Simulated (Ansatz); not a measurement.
The parent structure is GaN in the wurtzite structure (space group P6_3mc, No. 186; a = 3.183 Å, c = 5.184 Å). Axes: x lies along a and z along c of the hexagonal cell.

Level of theory: r2SCAN (Ansatz, a first-principles code; PAW; 500 eV plane waves; spin-orbit coupling left out).

Base values:

| Quantity | Value |
|---|---|
| Volume per atom | 11.37 Å³ |
| Electron mass | 0.17 mₑ along c, 0.19 mₑ across (at Γ) |
| Band gap | 2.35 eV |
| Pressure | 0.0 kbar |

Perturbation: biaxial strain −0.28 %, plane normal [001], relaxed out of plane (Cartesian); in-plane vectors clamped, the third vector and the atoms free.

Question: Estimate the effect on the volume per atom.

Answer: The volume per atom decreases by 0.05 Å³ to 11.32 Å³.

Question: What happens to the electron mass?

Answer: The electron mass goes from 0.17 mₑ along c, 0.19 mₑ across (at Γ) to 0.17 mₑ out of plane, 0.19 mₑ in plane (at Γ).

Question: What happens to the band gap?

Answer: The band gap grows by 0.01 eV (2.35 eV → 2.36 eV).

Question: Estimate the effect on the pressure.

Answer: The pressure (mean of the normal stresses, compression positive) goes from zero to 8.5 kbar.

Masses are band curvatures over ±0.01 Å⁻¹ around the edge. Stability against distortions was not tested.
